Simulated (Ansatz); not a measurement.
Start from BAs in the zinc blende structure (space group F-43m, No. 216).

```
CELL_PARAMETERS angstrom
      0.00000     2.40468     2.40468
      2.40468     0.00000     2.40468
      2.40468     2.40468     0.00000
ATOMIC_POSITIONS crystal
  As 0.75000 0.75000 0.75000
  B  0.00000 0.00000 0.00000
```

Computed with PBE, PAW, 420 eV (Ansatz, an electronic-structure program; spin-orbit coupling left out), earlier PAW set.

Base values:

```
Quantity                                     Result
-------------------  ------------------------------
Lattice parameter a                         4.809 Å
Gap character        indirect, Γ → Γ–X (82 % along)
Band gap                                    1.21 eV
```

Perturbation: a negative pressure, −1 GPa.

Task: Predict the new lattice parameter a, gap character and band gap.

Result: The lattice parameter a rises by 0.0123 Å to 4.822 Å; the gap character is still indirect, Γ → Γ–X (82 % along); the band gap stays essentially unchanged (1.21 eV against 1.22 eV).

Load acts through the strain it causes; cell and atoms are relaxed under it. Gaps are read on the SCF mesh and a high-symmetry path. Whether these cells are dynamically stable was not tested.
